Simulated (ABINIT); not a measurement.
Troubleshooting ABINIT: a failed run on Mg₆AlSn (Amm2, 8 atoms in the cell). The aim is a self-consistent single point with DFT, PBEsol, plane waves, norm-conserving pseudopotentials (PseudoDojo nc-sr-04 PBEsol standard).

Cell that was meant: a = 5.3517 Å, b = 6.2894 Å, c = 6.2894 Å, α = 59.71°, β = 90.00°, γ = 90.00°.

Part of the input:

```
         0.5000000000    0.1671500000    0.1671500000
         0.0000000000    0.8349700000    0.8349700000
         0.5000000000    0.6674900000    0.6674900000
ixc -116133
occopt 6
tsmear 0.05 eV
nband 49
```

Output, abridged:

```
 Netcdf library supports MPI-IO
-instrng: 35 lines of input have been read from file run.abi

 For atom type 1, psp file is ./Mg.upf
 For atom type 2, psp file is ./Al.upf
 For atom type 3, psp file is ./Sn.upf

 inpspheads: deduce mpsang = 4, n1xccc = 2501.

=======================================================
 invars1m : enter jdtset= 0
  xred   is defined in input file
 ingeo: takes atomic coordinates from input array xred

--- !COMMENT
src_file: m_symfind.F90
src_line: 823
message: |
    The tolerance on symmetries =   1.000E-05 is bigger than 1.0e-8.
    In order to avoid spurious effects, the atomic coordinates have been
    symmetrized before storing them in the dataset internal variable.
    So, do not be surprised by the fact that your input variables (xcart, xred, ...)
    do not correspond exactly to the ones echoed by ABINIT, the latter being used to do the calculations.
    This is not a problem per se.
    Still, in order to avoid this symmetrization (e.g. for specific debugging/development), decrease tolsym to 1.0e-8 or lower,
    or (much preferred) use input primitive vectors that are accurate to better than 1.0e-8.
    This message will only be printed once, even if there are other datasets where tolsym is bigger than 1.0e-8.
...

 symlatt: the Bravais lattice is oC (one-face-centered orthorhombic)
 symspgr: spgroup=  38  Am m 2   (=C2v^14)

--- !ERROR
src_file: m_invars2.F90
src_line: 837
mpi_rank: 0
message: |
    The input keyword "ecut" is compulsory !
    Action: add a value for "ecut" in the input file.
...

 abinit_abort: decision taken to exit. Check above messages for more info
Abort(13) on node 0 (rank 0 in comm 0): application called MPI_Abort(MPI_COMM_WORLD, 13) - process 0

--- !ERROR
src_file: m_invars2.F90
src_line: 837
mpi_rank: 0
message: |
    The input keyword "ecut" is compulsory !
    Action: add a value for "ecut" in the input file.
...
```

**Question.** From the messages shown, name the fault and mend the input.

**Answer.** The fault is no plane-wave cutoff. The cutoff has no default. To fix it, give the cutoff. The program stopped before any SCF iteration.

The sound input it was made from differs as follows (other fixes are possible):
```diff
+ecut 42
```

With that input, the run converged in 10 iterations: free energy E − TS -11886.60 eV; Fermi level (on the code's own zero) 3.71 eV; pressure -2.41 GPa; largest force (vector length) 0.187 eV/Å (DFT, PBEsol, plane waves, norm-conserving pseudopotentials (PseudoDojo nc-sr-04 PBEsol standard)).

On the sound input: the starting cell comes from a database of computed structures (which also holds hypothetical and non-ambient phases and stackings), without a prior relaxation at this level. Its lattice was rescaled by a random factor within 2.5 % of one. Without a gap this mesh is coarse (it stands for a supercell whose shortest vector is 16 Å).
